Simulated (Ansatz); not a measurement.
Base system: TiC in the rock salt structure (space group Fm-3m, No. 225).

```xyz
2
Lattice="0.0000 2.1665 2.1665 2.1665 0.0000 2.1665 2.1665 2.1665 0.0000" Properties=species:S:1:pos:R:3 pbc="T T T"
Ti     0.0000     0.0000     0.0000
C      2.1665     2.1665     2.1665
```

All numbers come from PBE, PAW, 420 eV (Ansatz, a first-principles code; scalar-relativistic without spin-orbit coupling).

Before the change:

The lattice parameter a comes out as 4.333 Å.

The change: a negative pressure, −1 GPa.

Question: What happens to the lattice parameter a?

Answer: The lattice parameter a grows by 0.006 Å to 4.339 Å.

Load acts through the strain it causes; cell and atoms are relaxed under it. No phonon test of stability was made. The final runs are not spin-polarised.
